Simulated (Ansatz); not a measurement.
The starting structures come from a database of crystals and need not be the phases stable at ambient conditions.

 Where the default PAW files enter, the runs use the earlier of Ansatz's two default sets.

Inside the gap of an insulator the Bloch states are evanescent, with a wavenumber k + iκ along the transport direction.

```
CaCl2
1.0
    6.40524     0.00000     0.00000
    0.00000     6.40524     0.00000
    0.00000     0.00000     4.18433
Ca Cl
2 4
Direct
  0.50000   0.50000   0.50000
  0.00000   0.00000   0.00000
  0.30320   0.30320   0.00000
  0.69680   0.69680   0.00000
  0.19680   0.80320   0.50000
  0.80320   0.19680   0.50000
```

Space group of this cell: P4_2/mnm, rutile. The cell is taken as given.

Transport runs along the normal of the first two printed cell vectors, the (001) plane of the conventional cell.

No gap correction and no spin-orbit coupling; mid-gap values are interpolated between computed energies.

### Question
State the band gap and the smallest decay constant κ at mid-gap according to r2SCAN (Ansatz, a quantum-chemistry and plane-wave program).

### Answer
Gap 5.92 eV on a 6×6×8 mesh; κ = 0.419 1/Å, at the zone centre.
